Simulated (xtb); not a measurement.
xtb 6.7.1, GFN2-xTB: Si(H)2(Me)(NMe2) (C[SiH2]N(C)C), 16 atoms. The geometry is a generated start, not checked to be a minimum at this level.

| Item | Value |
|---|---|
| run flags | --grad |
| method | GFN2-xTB |
| --acc | 1 (default) |
| --etemp (K) | 300 (default) |
| basis functions | 37 |
| valence electrons | 32 |

```xyz
16

Si     0.9202     0.6563    -0.5106
C      2.2524    -0.3709     0.3639
N     -0.6257     0.1702     0.0691
C     -1.7887     0.9877    -0.1613
C     -0.9817    -1.2083     0.2966
H      1.1161     0.5217    -1.9711
H      1.0269     2.0742    -0.1486
H      2.1520    -0.3202     1.4442
H      2.2316    -1.4187     0.0773
H      3.2339     0.0138     0.1071
H     -2.3299     0.6761    -1.0622
H     -1.4921     2.0274    -0.2782
H     -2.4738     0.9094     0.6881
H     -0.0904    -1.8019     0.4740
H     -1.6327    -1.2836     1.1726
H     -1.5182    -1.6332    -0.5609
```

One run each on 1 thread. Values of broydamp tried: 0.02, 0.05, 0.1, 0.2, 0.4 (default), 0.6, 0.8, 1.

How does the count of SCC iterations change with broydamp, and where is it least?

Fewest SCC iterations, within one of each other: 0.4 (default) with 12, 0.6 with 12, 0.8 with 12, 1 with 13. The count rises to 21 at 0.02. All converge to one solution.

| broydamp | SCC iterations | end |
|---|---|---|
| 0.02 | 21 | same solution |
| 0.05 | 19 | same solution |
| 0.1 | 17 | same solution |
| 0.2 | 15 | same solution |
| 0.4 (default) | 12 | same solution |
| 0.6 | 12 | same solution |
| 0.8 | 12 | same solution |
| 1 | 13 | same solution |
